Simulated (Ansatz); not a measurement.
The reference is CaO in the rock salt structure (space group Fm-3m, No. 225; a = 4.767 Å).

Method: PBEsol (Ansatz, a program for electronic structure; PAW; 420 eV plane waves; no SOC).

Before the change:

| Property | Value |
|---|---|
| Gap between the host's bands | 3.54 eV |
| Gap character | indirect, Γ → X |

Now apply this change: 0.271 electrons added to each cell, a density of 1.0×10^22 cm⁻³, with a uniform compensating background at fixed cell and a 300 K Fermi–Dirac width.

Task: How does this affect the Fermi level from band edge?

Result: The Fermi level relative to the doped band's edge (positive inside the band; to 0.05 eV) comes out as +1.15 eV.

Task: How does this affect the gap between the host's bands?

Result: The gap between the host's bands goes up by 0.022 eV (3.54 eV → 3.57 eV).

Task: What does the calculation give for the gap character after the change?

Result: The gap character is still indirect, Γ → X.

Charged cell with a jellium background: band edges are those of the host's band count, energies are not comparable with the neutral cell, and many-body gap narrowing is missing. Stability against distortions was not tested.
